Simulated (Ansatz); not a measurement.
Consider MoS2 in the 2H-MoS2 type structure (space group P6_3/mmc, No. 194; a = 3.1090 Å, c = 11.7088 Å; layered, stacked along the Cartesian z axis).

Levels (all Ansatz, an electronic-structure program, PAW): PBEsol-D3(BJ) (420 eV, spin-orbit coupling left out); HSE06 (420 eV, spin-orbit coupling left out).

Its gap is 0.52 eV with PBEsol-D3(BJ) and 1.09 eV with HSE06.

Now apply this change: a free-standing slab of 3 layers (9 atoms, 3 a layer) is cut normal to the stacking axis, with 15 Å of vacuum and the in-plane cell relaxed.

With PBEsol-D3(BJ) the gap becomes 0.79 eV.

Q: If the HSE06 correction stayed the same, what would the HSE06 gap be, and what does the HSE06 run give?

A: A rigid correction of +0.57 eV gives 1.36 eV. The HSE06 run gives 1.39 eV, so the two effects roughly add.

Single points use the geometry relaxed with PBEsol-D3(BJ). The hybrid gap comes from the SCF mesh plus the semilocal run's edge points and a few special points and is an upper bound. No phonon test of stability was made.
